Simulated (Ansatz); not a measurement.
**W on the 1x1 (100) surface of monoclinic HfO2 (cut with top plane 2 O), one in a 1x1 cell, started at the site 'bridge O-O (span 5.2 Å)'**

Host crystal: monoclinic HfO2, with a band gap (PBE, scalar-relativistic without spin-orbit coupling).

Calculation: PBE (plane waves to 420 eV, PAW; Ansatz, an electronic-structure program).

Slab: 25 atoms, 9.3 Å thick at the start under the adsorbate (thin: gaps and levels are the slab's own); k 4x4x1, smearing 0.01 eV, dipole-corrected; 12 atoms held, the rest relaxed; no symmetry held; spin-polarised, ending with about 4.0 μB a cell; orders that need a larger cell were not tried, no spin-orbit, no U, no dispersion correction. At the end it is bonded to 4 Hf + 2 O. In PBE it is, or lies within 0.03 eV of, the lowest of the starts that converged.

| Property | Result |
|---|---|
| adsorption energy against an atom of bcc W | 551 kJ/mol |
| gap of the slab on its k-mesh | 0.14 eV |
| highest filled level below the top vacuum level | 4.13 eV |
| change of the step from the bottom to the top vacuum level, against the clean slab | -0.27 eV |
| energy released by relaxation | 2.17 eV |
| height of the binding atom over the mean of the host atoms within 0.3 Å of the top one | 0.734 Å |
| magnetic moment of the cell | 4.00 μB |
| nearest host atoms of the binding atom | O at 1.99 Å, O at 2.10 Å, Hf at 3.00 Å |
| largest move of a host atom | 0.58 Å |
| caution | the clean host was not checked against rearrangement in a larger or rattled cell |
| note | in the relaxation the adsorbate left its starting site by 1.7 Å |
| cost | around 110 core-minutes (rough) |

A negative adsorption energy means that the adsorbate is more stable on the surface than in its reference.
